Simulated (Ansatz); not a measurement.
Consider ZnCu in the CsCl type structure (space group Pm-3m, No. 221; relaxed with 0.1 eV smearing).

```yaml
crystal:
  lattice:
    - [2.96420, 0.00000, 0.00000]
    - [0.00000, 2.96420, 0.00000]
    - [0.00000, 0.00000, 2.96420]
  atoms:
    - { symbol: Zn, position: [0.50000, 0.50000, 0.50000] }
    - { symbol: Cu, position: [0.00000, 0.00000, 0.00000] }
```

Level of theory: Ansatz (a program for electronic structure) PBE, no spin-orbit coupling.

For the base:

```
Item        Value
--------  -------
Pressure  0.0 GPa
```

Modification: an isotropic linear strain of +0.50 %, atoms relaxed at fixed cell.

Q: How does this affect the energy relative to the base?

A: The energy goes up by 1.0 meV/atom.

Q: Estimate the effect on the pressure.

A: The pressure goes from zero to -1.7 GPa.

Whether these cells are dynamically stable was not tested. All final runs are without spin polarisation.
